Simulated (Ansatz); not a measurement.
Defect migration in fcc Al: Mg-vacancy pair (Mg on one host Al site, one Al site vacant), neutral cell. The step: direct exchange of Mg with the vacancy (Mg-vacancy distance between ideal sites 2.86 Å throughout); the atom moves 2.61 Å along (0.00, 0.46, 0.46) of the unit cell; the moving atom starts with neighbours 4 Al at 2.85, 2 Al at 2.89, 4 Al at 2.94, Al at 3.00 Å and ends with 4 Al at 2.85, 2 Al at 2.89, 4 Al at 2.94, Al at 3.00 Å. DFT values are from Ansatz (plane-wave PAW, 420 eV unless said) in a cell of 32 host sites, spin-restricted, static, with no finite-size correction. Forms of the defect that were not tried may lie lower. The start lies 0.073 eV above the lowest site run (PBE). The order of the sites in energy changes with the mesh. For the PBE band: the saddle point's order was not checked, and it lies on a symmetry element of the cell, where a band can be held.

```json
[
 {"Level": "CHGNet universal potential (has no charge state), its own band", "Forward barrier (eV)": "0.20", "Cost of the band or of the saddle's single point": "-"},
 {"Level": "PBE, a 4×4×4 k-point mesh shifted by half a step, band relaxed", "Forward barrier (eV)": "0.44", "Cost of the band or of the saddle's single point": "around 17 core-minutes (rough)"},
 {"Level": "PBE, a 6×6×6 k-point mesh shifted by half a step, same geometries", "Forward barrier (eV)": "0.45", "Cost of the band or of the saddle's single point": "roughly 3 core-minutes"},
 {"Level": "r2SCAN at 500 eV, a 4×4×4 k-point mesh shifted by half a step, same geometries", "Forward barrier (eV)": "(withheld)", "Cost of the band or of the saddle's single point": "roughly 120 core-seconds"}
]
```

Q: Fill in the missing entries.

A: 
- r2SCAN at 500 eV, a 4×4×4 k-point mesh shifted by half a step, same geometries, Forward barrier (eV): 0.54

Ansatz is a first-principles code.
